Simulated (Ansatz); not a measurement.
We consider CaTiO3 (Pnma, No. 62), described by BLYP in Ansatz (PAW).

Run with plane-wave cutoff 520 eV, 6×6×6 k mesh, Fermi–Dirac smearing 0.01 eV, no spin polarisation, scalar-relativistic PAW data made under PBE.

A third-order Birch–Murnaghan fit to the energies gives V0 = 11.680 Å³/atom, B0 = 165 GPa, B′ = 4.3.

```csv
V (Å³/atom),P (GPa)
11.213,7.34
11.447,?
11.680,0.00
11.914,?
12.147,-5.94
```

Task: Estimate the withheld pressures from this fit; the answers are the runs' own values.

Result: 
- 11.447, P (GPa): 3.47
- 11.914, P (GPa): -3.13

The formula P = (3/2) B0 (x^(7/3) − x^(5/3)) [1 + (3/4)(B′ − 4)(x^(2/3) − 1)] with x = V0/V meets the computed pressures within 0.02 GPa when these rounded values are put in.

Shape and atoms are relaxed at each volume.

Note: the relaxation could not lower the start's symmetry, so the cell can be a saddle point above a distorted one; the bulk modulus comes from volumes at which shape and atoms were relaxed.

The computed numbers hold no vibrational or temperature effects.

Computing time: around 50 core-minutes (rough).

Ansatz is an electronic-structure program.
